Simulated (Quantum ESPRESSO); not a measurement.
A working Quantum ESPRESSO input for Pb3SO6 (Cmcm, 20 atoms in the cell) (DFT, PBEsol, plane waves, GBRV 1.5 ultrasoft (PBESOL) pseudopotentials):

```fortran
&control
  calculation = 'scf',
  prefix = 'pwscf',
  outdir = './tmp',
  pseudo_dir = './',
  verbosity = 'high',
  tprnfor = .true.,
  tstress = .true.,
/
&system
  ibrav = 0,
  nat = 20,
  ntyp = 3,
  ecutwfc = 40,
  ecutrho = 200,
  occupations = 'fixed',
  nbnd = 88,
/
&electrons
  conv_thr = 1.0d-9,
/
ATOMIC_SPECIES
Pb   207.2000  pb_pbesol_v1.uspp.F.UPF
S     32.0600  s_pbesol_v1.4.uspp.F.UPF
O     15.9990  o_pbesol_v1.2.uspp.F.UPF
ATOMIC_POSITIONS bohr
Pb    9.817174461   -9.332086796    2.849626683
Pb    9.817174461    9.332086796    8.548880048
Pb    5.249243184   -2.094504897    2.849626683
Pb   14.385105737    2.094504897    8.548880048
Pb    5.249243184    2.094504897    8.548880048
Pb   14.385105737   -2.094504897    2.849626683
S     9.817174461    3.540337629    2.849626683
S     9.817174461   -3.540337629    8.548880048
O     7.481865000    1.895507055    2.849626683
O    12.152483921   -1.895507055    8.548880048
O     7.481865000   -1.895507055    8.548880048
O    12.152483921    1.895507055    2.849626683
O     2.815565635    0.000000000    0.000000000
O    16.818783286    0.000000000    0.000000000
O    16.818783286    0.000000000    5.699253365
O     2.815565635    0.000000000    5.699253365
O     9.817174461    5.108234841    0.534361995
O     9.817174461   -5.108234841   10.864144735
O     9.817174461   -5.108234841    6.233615361
O     9.817174461    5.108234841    5.164891370
K_POINTS automatic
2 2 3  0 0 0
CELL_PARAMETERS angstrom
   5.195025000    -6.187140000     0.000000000
   5.195025000     6.187140000     0.000000000
   0.000000000     0.000000000     6.031830000
```

The run converged in 15 iterations: free energy E − TS -19296.7349 eV; top of the valence band (on the code's own zero) 5.08 eV; gap on the k-point mesh 2.78 eV; pressure -2.66 GPa; largest force (vector length) 0.437 eV/Å. Each of these slips is then made, one at a time:

(1)
```diff
-  ecutrho = 200,
```

(2)
```diff
+  input_dft = 'tb09',
```

**Question.** How does each altered input end?

**Answer.** 
(1) A density cutoff or grid that is too coarse. The run converged in 15 iterations without an error; against the sound input the free energy goes down by 2.2 meV/atom, the pressure goes from -2.66 to -2.46 GPa, the largest force moves little (0.437 to 0.442 eV/Å) and the gap on the mesh moves little (2.781 to 2.786 eV).

(2) A functional that needs a library missing from this build. The program stopped before any SCF iteration.
```
Error in routine set_dft_from_name (2):
libxc needed for this functional
```

The starting cell comes from a database of computed structures (which also holds hypothetical and non-ambient phases and stackings), without a prior relaxation at this level. Spin-orbit coupling is off.

Left out of this page: 4 runs of the series outside the window shown, repeating another row's setting, or not comparable; 1 run of the series unsound by tests on forces, stress, charge or solver warnings.
